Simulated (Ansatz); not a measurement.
Si on the Al site + N vacancy in wurtzite AlN

Level of theory: PBE, PAW (plane waves to 420 eV; Ansatz, a quantum-chemistry and plane-wave program). A supercell of 96 sites (3×2×2 repeats of a cell of 8 atoms) was used; the energies come from a 2×2×2 shifted sampling of its zone. Sites at the start: the Al site; N 1.91 Å away, along c. Charged cells carry a point-charge image correction with potential alignment at far atoms. Dielectric constants: PBE linear response of the host. Host gap at this level: 4.03 eV. Finite-size and sampling errors can reach tenths of an eV here. The semilocal functional narrows the gap, so deep levels can fall outside it. Spin–orbit coupling is left out. Each state is the lowest found from its start.

Formation energies E_f are given with the Fermi level at the valence-band maximum. Chemical conditions: N-rich (Δμ(Al) = -2.74 eV, Δμ(N) = 0.00 eV, Δμ(Si) = -2.47 eV, bounded by beta Si3N4; only phases computed here count, gases as isolated molecules at 0 K). Reference phases: Al: fcc Al, N: N2 molecule in a box, Si: silicon.

The name describes the start; the neighbours show where the atoms ended.

Charges with a result: +2, +1, 0, −1. Others weren't obtained, and one of them could lie lower, also by skipping a charge.

| charge | moment (μB) | largest move off a lattice site (Å) | neighbours of the last Si atom of the defect at the end (Å) | image correction with alignment (eV) | E_f, N-rich (eV) |
|---|---|---|---|---|---|
| +2 | not spin-polarised | 0.12 | N 1.78, N 1.78, N 1.78 | 0.73 | 1.80 |
| +1 | 1.0 | 0.10 | N 1.81, N 1.81, N 1.81 | 0.16 | 4.03 |
| 0† | not spin-polarised | 0.18 | N 1.82, N 1.86, N 1.87, Al 2.87 | 0.00 | 6.77 |
| −1 | 1.0 | 0.31 | N 1.85, N 1.89, N 1.89, Al 2.79 | 0.26 | 10.50 |

† Not settled in this cell, so no level is given: charge 0: no spin-polarised start tried.

Transition levels above the valence-band maximum: ε(+2/+1) = 2.23 eV. With a charge missing or unsettled, these needn't be thermodynamic levels.

Flagged in the runs: a host whose relaxation on this sampling wasn't shown to rest.

All states together cost about 110 core-minutes (a rough figure).
